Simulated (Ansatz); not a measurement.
Take Ag in the fcc (Cu type) structure (space group Fm-3m, No. 225; a = 4.0538 Å; relaxed with 0.1 eV smearing) as the base. Axes: x, y, z lie along the cube axes.

Calculations: PBEsol in Ansatz (plane waves to 420 eV, PAW, spin-orbit coupling left out).

Strains are applied to the cell and any free atomic positions relax; under biaxial strain the out-of-plane vector relaxes too.

One change was made to it. Results:

The energy grows by 4.6 meV/atom; the pressure (mean of the normal stresses, compression positive) goes from zero to -1.7 GPa.

Which of these changes matches the shifts?
A. uniaxial strain ε_zz = −4.96 %
B. uniaxial strain ε_xx = −5.27 %
C. biaxial strain +1.56 %, plane normal [110], relaxed out of plane
D. uniaxial strain ε_zz = +0.14 %
E. isotropic strain +3.79 %

C, biaxial strain +1.56 %, plane normal [110], relaxed out of plane. For comparison, the energy relative to the base in the other runs: uniaxial strain ε_zz = −4.96 % gives +21 meV/atom; uniaxial strain ε_zz = +0.14 % gives 0.0 meV/atom; uniaxial strain ε_xx = −5.27 % gives +23 meV/atom; isotropic strain +3.79 % gives +67 meV/atom.

A biaxial case was relaxed in a doubled cell and then solved in the primitive one. Stability against distortions was not tested.

Ansatz is a quantum-chemistry and plane-wave program.
